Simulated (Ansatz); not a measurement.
Start from TiC in the rock salt structure (space group Fm-3m, No. 225; a = 4.261 Å; relaxed with 0.1 eV smearing). Axes: x, y, z lie along the cube axes.

Calculations: plane-wave PAW DFT at the LDA level (Ansatz, an electronic-structure program, 420 eV), without spin-orbit coupling.

The change: uniaxial strain ε_zz = −2.50 %, all other strain components held at zero; the atoms relax in the strained cell.

Question: What does the calculation give for the stress after the change?

Answer: The stress (xx, yy, zz, yz, xz, xy; compression positive) amounts to (3.4, 3.4, 16.8, 0.0, 0.0, 0.0) GPa.

Question: Estimate the effect on the energy relative to the base.

Answer: The energy goes up by 12 meV/atom.

Stability against distortions was not tested. The final runs are not spin-polarised.
